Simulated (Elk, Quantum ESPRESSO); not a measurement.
# Equation of state of fcc Ir (space group 225): energy against volume (Elk, LDA)

```
Ir
1.0
    0.00000     1.84533     1.84533
    1.84533     0.00000     1.84533
    1.84533     1.84533     0.00000
Ir
1
Direct
  0.00000   0.00000   0.00000
```

Method of the run: LDA (PW92), all-electron FP-LAPW, Elk's shipped species files, APW+lo basis with extra local orbitals run with Elk. Settings: rgkmax = 8.55; swidth = 0.00183747 Ha; ngridk = 27 27 27; gmaxvr = 16 1/bohr; nxlo = 2; lorbcnd = true; rmtscf = 0.83; lmaxi = 2; maxscl = 100; sphere radii = {Ir: 2.324} bohr. The cell above is the first row's. The rows scale it uniformly. In all rows the k mesh is held. E is the free energy at the stated smearing, counted from the lowest row.

| V (Å^3/atom) | E (meV/atom) |
|---|---|
| 12.567 | 165.56 |
| 12.841 | 95.19 |
| 13.114 | 45.69 |
| 13.387 | 14.69 |
| 13.660 | 0.00 |
| 13.934 | 0.04 |
| 14.207 | 13.12 |
| 14.480 | 37.48 |
| 14.753 | ? |

Fit E of the 8 rows that show it with the third-order Birch-Murnaghan form, a cubic in V^(-2/3). With u = V^(-2/3) - 0.176, the rows have u = 0.009003, 0.006362, 0.003822, 0.001369, -0.001002, -0.003304, -0.005523, -0.007673. Least squares gives E = 4.425 + 5674.69·u + 1327716·u² + 3367046·u³. Residuals (row less fit): -0.028, 0.056, -0.007, -0.001, -0.069, -0.008, 0.104, -0.051; standard error 0.074 (degrees of freedom: 4). Its minimum lies at u = -0.002155, so V0 = (0.173845)^(-3/2) = 13.80. There d²E/du² = 2612000 and d³E/du³ = 2.020e7, so B0 = (4/9) × 13.80^(-7/3) × 2612000 × 0.160218 = 407 GPa (the last factor turns the table's units into GPa), and B0' = 4 + (2/3) × 0.173845 × (2.020e7)/2612000 = 4.9.

Question: Predict the withheld E at V = 14.753 from the fit, and compare with the calculation.

Answer: u = -0.009756, so E = 4.425 + 5674.69 × (-0.009756) + 1327716 × (-0.009756)² + 3367046 × (-0.009756)³ = 72.308 meV/atom. The calculation gives 72.03 meV/atom, 0.278 meV/atom below the prediction (0.2 % of the range of E in the table). The row lies outside the fitted rows, so this is an extrapolation. From the scatter of the fitted rows alone, a prediction at this place has a standard error of 0.180 meV/atom, so the miss is 1.5 times that.

Carrying the step between the two nearest rows on in a straight line would have given 61.84, off by 10.19; series whose last step already gives the withheld value aren't shown. The scan was laid around a cell of about the measured size, scaled by a guess for this functional. A plane-wave scan with the same functional (Quantum ESPRESSO, GBRV) gives V0 = 13.86 Å^3/atom and B0 = 404 GPa; a Birch-Murnaghan fit to all rows here lies -0.4 % from it in V0 and 1 % in B0; the two differ in basis, and may differ in potentials and mesh. Spin polarisation is off. Values depend on the basis (sphere radii, cutoffs, local orbitals), which need not be converged. Spin-orbit coupling is off. Sphere radii are the same in all rows. Cutoffs and mesh are single choices, not tested for convergence of this quantity. Series with a scatter that would blur these digits, or in which a gap closes, are not shown. Nor are scans whose minimum lies at an end fitted in this form.
